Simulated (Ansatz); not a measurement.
Consider GaSb in the zinc blende structure (space group F-43m, No. 216; a = 6.1324 Å).

Now apply this change: cell and atoms relaxed at a pressure of 60 GPa.

Levels (all Ansatz, a quantum-chemistry and plane-wave program, PAW): r2SCAN (500 eV, without spin-orbit coupling); HSE06+SOC (420 eV, with spin-orbit coupling).

The geometry is relaxed with r2SCAN.

| Quantity | Result |
|---|---|
| r2SCAN valence-band top at Γ | 0.00, 0.00, 0.00 eV |
| r2SCAN band gap | 0.13 eV |

Predict the valence-band top at Γ and band gap from HSE06+SOC.

The valence-band top at Γ (three highest Kramers pairs, from the VBM) goes from 0.00, 0.00, 0.00 eV to 0.00, 0.00, -0.93 eV; the band gap stays essentially unchanged (0.13 eV against 0.12 eV). The threefold valence maximum splits by Δso ≈ 0.93 eV.

Single points use the geometry relaxed with r2SCAN. Their cutoffs differ, which shifts pressures a little. The hybrid gap comes from the SCF mesh plus the semilocal run's edge points and a few special points and is an upper bound. The spin-orbit shifts are approximate. With Sb present, leaving out spin-orbit coupling can change the band edges. Load acts through the strain it causes; cell and atoms are relaxed under it. Stability against distortions was not tested. Tetrahedral semiconductors of this kind turn to denser phases somewhere between about 1 and 50 GPa; those were not computed, so compressed cells here can lie past the real transition. The zero or small gap of GaSb under pressure 60 GPa can change with the level of theory.
